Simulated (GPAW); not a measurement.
GPAW is run on BaMg₂ (P6_3/mmc, 12 atoms in the cell), and the run fails. The aim is a self-consistent single point with DFT PBEsol, plane waves, GPAW PAW datasets PBEsol (made by gpaw-setup).

Input:

```python
from ase import Atoms
from ase.units import GPa
from gpaw import GPAW

atoms = Atoms(['Ba', 'Ba', 'Ba', 'Ba', 'Mg', 'Mg', 'Mg', 'Mg', 'Mg', 'Mg', 'Mg', 'Mg'],
              cell=[[6.669900, 0.000000, 0.000000],
                    [-3.334950, 5.776303, 0.000000],
                    [0.000000, 0.000000, 10.602000]],
              positions=[[0.333333, 0.666667, 0.057200],
                         [0.666667, 0.333333, 0.557200],
                         [0.333333, 0.666667, 0.442800],
                         [0.666667, 0.333333, 0.942800],
                         [0.000000, 0.000000, 0.000000],
                         [0.000000, 0.000000, 0.500000],
                         [0.837600, 0.675200, 0.250000],
                         [0.162400, 0.837600, 0.750000],
                         [0.324800, 0.162400, 0.250000],
                         [0.162400, 0.324800, 0.750000],
                         [0.837600, 0.162400, 0.250000],
                         [0.675200, 0.837600, 0.750000]],
              pbc=True)

calc = GPAW(mode={'name': 'pw', 'ecut': 800},
            xc='PBEsol',
            kpts=(5, 5, 3),
            occupations={'name': 'methfessel-paxton', 'width': 0.272, 'order': 0},
            nbands=-18,
            convergence={'density': 1e-05, 'energy': 1e-05},
            symmetry={'symmorphic': False, 'tolerance': 0.0005},
            maxiter=120)

atoms.calc = calc

energy = atoms.get_potential_energy()
print('Energy (eV):', round(energy, 6))
forces = atoms.get_forces()
print('Forces (eV/Ang):')
print(forces.round(5))
stress = atoms.get_stress()
print('Stress (GPa, Voigt):', (stress / GPa).round(4))
```

Log, with long lists cut:

```
Input parameters:
  convergence: {density: 1e-05,
                energy: 1e-05}
  kpts: [5 5 3]
  maxiter: 120
  mode: {ecut: 800,
         name: pw}
  nbands: -18
  occupations: {name: methfessel-paxton,
                order: 0,
                width: 0.272}
  symmetry: {symmorphic: False,
             tolerance: 0.0005}
  xc: PBEsol

species:
  Ba:
   [... lines left out ...]
Number of atomic orbitals: 84
Number of bands in calculation: 78
Number of valence electrons: 120
Bands to converge: occupied

Density initialized from atomic densities
  78 bands from LCAO basis set

Atomic positions and initial magnetic moments

Positions:
   0 Ba     0.333333    0.666667    0.057200    ( 0.0000,  0.0000,  0.0000)
   1 Ba     0.666667    0.333333    0.557200    ( 0.0000,  0.0000,  0.0000)
   2 Ba     0.333333    0.666667    0.442800    ( 0.0000,  0.0000,  0.0000)
   3 Ba     0.666667    0.333333    0.942800    ( 0.0000,  0.0000,  0.0000)
   4 Mg     0.000000    0.000000    0.000000    ( 0.0000,  0.0000,  0.0000)
   5 Mg     0.000000    0.000000    0.500000    ( 0.0000,  0.0000,  0.0000)
   6 Mg     0.837600    0.675200    0.250000    ( 0.0000,  0.0000,  0.0000)
   7 Mg     0.162400    0.837600    0.750000    ( 0.0000,  0.0000,  0.0000)
   8 Mg     0.324800    0.162400    0.250000    ( 0.0000,  0.0000,  0.0000)
   9 Mg     0.162400    0.324800    0.750000    ( 0.0000,  0.0000,  0.0000)
  10 Mg     0.837600    0.162400    0.250000    ( 0.0000,  0.0000,  0.0000)
  11 Mg     0.675200    0.837600    0.750000    ( 0.0000,  0.0000,  0.0000)

Unit cell:
           periodic     x           y           z      points  spacing
  1. axis:    yes    6.669900    0.000000    0.000000    45     0.1284
  2. axis:    yes   -3.334950    5.776303    0.000000    45     0.1284
  3. axis:    yes    0.000000    0.000000   10.602000    70     0.1515

  Lengths:   6.669900   6.669900  10.602000
  Angles:   90.000000  90.000000 119.999999

Effective grid spacing dv^(1/3) = 0.1423

Traceback (most recent call last):
   [... frames left out ...]
numpy.linalg.LinAlgError: The leading minor of order 102 of B is not positive definite. The factorization of B could not be completed and no eigenvalues or eigenvectors were computed.

The above exception was the direct cause of the following exception:

Traceback (most recent call last):
   [... frames left out ...]
ValueError: Too few plane waves or grid points
```

Read the log: what does the program object to, and what is the fix?

The fault is this: fractional coordinates typed as Cartesian; here the program stops on it instead of giving results. To fix it, make label and numbers agree, by changing either. The program stopped with an error.

The sound input it was made from differs as follows (other fixes are possible):
```diff
-              positions=[[0.333333, 0.666667, 0.057200],
-                         [0.666667, 0.333333, 0.557200],
-                         [0.333333, 0.666667, 0.442800],
-                         [0.666667, 0.333333, 0.942800],
-                         [0.000000, 0.000000, 0.000000],
-                         [0.000000, 0.000000, 0.500000],
-                         [0.837600, 0.675200, 0.250000],
-                         [0.162400, 0.837600, 0.750000],
-                         [0.324800, 0.162400, 0.250000],
-                         [0.162400, 0.324800, 0.750000],
-                         [0.837600, 0.162400, 0.250000],
-                         [0.675200, 0.837600, 0.750000]],
+              scaled_positions=[[0.333333, 0.666667, 0.057200],
+                                [0.666667, 0.333333, 0.557200],
+                                [0.333333, 0.666667, 0.442800],
+                                [0.666667, 0.333333, 0.942800],
+                                [0.000000, 0.000000, 0.000000],
+                                [0.000000, 0.000000, 0.500000],
+                                [0.837600, 0.675200, 0.250000],
+                                [0.162400, 0.837600, 0.750000],
+                                [0.324800, 0.162400, 0.250000],
+                                [0.162400, 0.324800, 0.750000],
+                                [0.837600, 0.162400, 0.250000],
+                                [0.675200, 0.837600, 0.750000]],
```

With that input, the run converged in 23 iterations: free energy E − TS (from the program's reference atoms) -24.4577 eV; Fermi level (on the code's own zero) 4.59 eV; pressure -0.95 GPa; largest force (vector length) 0.008 eV/Å (DFT PBEsol, plane waves, GPAW PAW datasets PBEsol (made by gpaw-setup)).

On the sound input: the starting cell comes from a database of published, mostly measured structures (it also holds non-ambient and calculated ones), without a prior relaxation at this level.
